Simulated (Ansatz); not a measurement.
## WSe$_{2}$ in the 2H-MoS2 type structure (space group P6_3/mmc, No. 194; layered, stacked along the Cartesian z axis)

WSe$_{2}$ is taken in the hexagonal space group P6₃/mmc (No. 194), Pearson symbol hP6. Conventional cell: a = 3.279 Å, b = 3.279 Å, c = 12.786 Å, α = 90.00°, β = 90.00°, γ = 120.00°. W on 2c has 6 Se at 2.534 Å (trigonal prismatic). Se on 4f has 3 W at 2.534 Å (trigonal pyramidal). (Neighbours: up to the widest gap in distance over summed covalent radii, below 1.35, at either atom; cation-cation and far metal-metal contacts left out.)

Method: PBE-D3(BJ), PAW, 420 eV (Ansatz, a first-principles code; no SOC), earlier PAW set. k-mesh 12×12×3 (Γ-centred); smearing 0.05 eV (Fermi–Dirac).

| Item | Result |
|---|---|
| Volume per atom | 19.84 Å³ |
| Density | 9.53 g/cm³ |
| Band gap | 0.87 eV, indirect, Γ → K–Γ (47 % along) |
| Hole mass | 1.3 mₑ along c, 0.70 mₑ across |
| Total energy | -7109.041 eV/atom (σ→0; compares only within this code and set-up) |

With W present, leaving out spin-orbit coupling can change the band edges. Masses are band curvatures over ±0.01 Å⁻¹ around the edge. Whether these cells are dynamically stable was not tested.
